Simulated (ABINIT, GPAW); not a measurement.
An ABINIT input for a self-consistent single point of K (Im-3m, 1 atom in the cell) (DFT, PBE, plane waves, norm-conserving pseudopotentials (PseudoDojo nc-sr-05 PBE standard)):

```
# K, PseudoDojo nc-sr-05 PBE standard
pp_dirpath "./"
pseudos "K.upf"
acell 9.0298164948 9.0298164948 9.0298164948
rprim
        -0.5773502692    0.5773502692    0.5773502692
         0.5773502692   -0.5773502692    0.5773502692
         0.5773502692    0.5773502692   -0.5773502692
natom 1
ntypat 1
znucl 19
typat 1
xcart
         0.0000000000    0.0000000000    0.0000000000
      Angstrom
ecut 37
ixc 11
occopt 7
tsmear 0.00367493
nband 10
kptopt 1
ngkpt 11 11 11
nshiftk 1
shiftk 0 0 0
nstep 100
tolvrs 1.0e-12
prtwf 0
prtden 0
prtvol 1
enunit 1
```

**Question.** Translate this input to GPAW.

**Answer.** One input that does it (others would too):

```python
from ase import Atoms
from ase.units import GPa
from gpaw import GPAW

atoms = Atoms(['K'],
              cell=[[-2.758795, 2.758795, 2.758795],
                    [2.758795, -2.758795, 2.758795],
                    [2.758795, 2.758795, -2.758795]],
              scaled_positions=[[0.000000, 0.000000, 0.000000]],
              pbc=True)

calc = GPAW(mode={'name': 'pw', 'ecut': 550},
            xc='PBE',
            kpts=(11, 11, 11),
            occupations={'name': 'methfessel-paxton', 'width': 0.1, 'order': 0},
            nbands=-7,
            convergence={'forces': 0.001},
            symmetry={'symmorphic': False, 'tolerance': 0.0005},
            maxiter=100)

atoms.calc = calc

energy = atoms.get_potential_energy()
print('Energy (eV):', round(energy, 6))
forces = atoms.get_forces()
print('Forces (eV/Ang):')
print(forces.round(5))
stress = atoms.get_stress()
print('Stress (GPa, Voigt):', (stress / GPa).round(4))
```

Basis settings and potentials, where a program has them, do not carry over. This input uses DFT PBE, plane waves, GPAW PAW datasets PBE (gpaw-data 1.0.1). Both were run: pressure -0.37 GPa in ABINIT and -0.39 in GPAW.

On ABINIT: the starting cell comes from a database of computed structures (which also holds hypothetical and non-ambient phases and stackings), without a prior relaxation at this level. Its lattice was rescaled by a random factor within 2.5 % of one.

On GPAW: the starting cell comes from a database of computed structures (which also holds hypothetical and non-ambient phases and stackings), without a prior relaxation at this level. Its lattice was rescaled by a random factor within 2.5 % of one.
